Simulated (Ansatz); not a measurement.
Take KF in the NiAs type structure (space group P6_3/mmc, No. 194; a hypothetical phase, not in the database extracts checked) as the base.

```
CELL_PARAMETERS angstrom
      3.66070     0.00000     0.00000
     -1.83035     3.17026     0.00000
      0.00000     0.00000     6.47940
ATOMIC_POSITIONS crystal
  K  0.00000 0.00000 0.00000
  K  0.00000 0.00000 0.50000
  F  0.33333 0.66667 0.25000
  F  0.66667 0.33333 0.75000
```

Cartesian axes are those of the cell as printed.

Level of theory: r2SCAN/PAW in Ansatz (an electronic-structure program), spin-orbit coupling left out.

Strains are applied to the cell and any free atomic positions relax.

One change was made to it. Results:

```tsv
quantity	base	after
shortest interatomic distance	2.663 Å	2.629 Å
energy relative to the base (free energy F)	0 meV/atom	+0.7 meV/atom
valence-band top at Γ (three highest levels, from the VBM)	0.00, 0.00, -0.07 eV	0.00, 0.00, -0.08 eV
```

Q: Which change produced these results?
A) tensor shear ε_yz = +2.69 %
B) isotropic strain +1.75 %
C) strain tensor (xx, yy, zz, yz, xz, xy) = (+0.00, +0.78, −0.62, −0.06, +0.78, −1.04) %
D) tensor shear ε_yz = +1.32 %

A: D, tensor shear ε_yz = +1.32 %. For comparison, the shortest interatomic distance in the other runs: isotropic strain +1.75 % gives 2.709 Å; tensor shear ε_yz = +2.69 % gives 2.600 Å; strain tensor (xx, yy, zz, yz, xz, xy) = (+0.00, +0.78, −0.62, −0.06, +0.78, −1.04) % gives 2.642 Å.

The levels and masses belong to the bands next to the band gap. No phonon test of stability was made.
